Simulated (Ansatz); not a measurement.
Given:

End structure of the (110) surface of germanium, Sb on one of 2 atoms under the surface, H on every dangling bond (bottom of the slab: built like the top, H on every dangling bond, free):

```yaml
crystal:
  lattice:
    - [4.07294, 0.00000, 0.00000]
    - [0.00000, 5.76000, 0.00000]
    - [0.00000, 0.00000, 31.00000]
  atoms:
    - { symbol: Ge, position: [0.00000, 0.99537, 0.30481] }
    - { symbol: Ge, position: [0.50000, 0.75354, 0.30460] }
    - { symbol: Ge, position: [0.50000, 0.49846, 0.36887] }
    - { symbol: Ge, position: [0.00000, 0.25041, 0.36912] }
    - { symbol: Ge, position: [0.00000, 0.99810, 0.43447] }
    - { symbol: Ge, position: [0.50000, 0.74995, 0.43428] }
    - { symbol: Ge, position: [0.50000, 0.50000, 0.50000] }
    - { symbol: Ge, position: [0.00000, 0.25000, 0.50000] }
    - { symbol: Ge, position: [0.00000, 0.00162, 0.56641] }
    - { symbol: Ge, position: [0.50000, 0.75861, 0.56444] }
    - { symbol: Sb, position: [0.50000, 0.50780, 0.63917] }
    - { symbol: Ge, position: [0.00000, 0.20559, 0.63787] }
    - { symbol: Ge, position: [0.00000, 0.99624, 0.70808] }
    - { symbol: Ge, position: [0.50000, 0.75918, 0.71236] }
    - { symbol: H, position: [0.00000, 0.15131, 0.26373] }
    - { symbol: H, position: [0.50000, 0.59933, 0.26329] }
    - { symbol: H, position: [0.00000, 0.18490, 0.74432] }
    - { symbol: H, position: [0.50000, 0.58379, 0.75085] }
```

Slab: 18 atoms, 14.8 Å thick at the start with caps and adatoms; k 7x5x1, smearing 0.025 eV, dipole-corrected; 2 atoms held, the rest relaxed; start symmetry kept, larger cells not searched; spin-polarised, no spin-orbit, no U. The slab shows no gap on its mesh. The starting moment vanished. It is one candidate, not shown to be the stable structure of the face.

Question: What work function of the top face does Ansatz (an electronic-structure program) with PBE give?

Answer: 3.21 eV
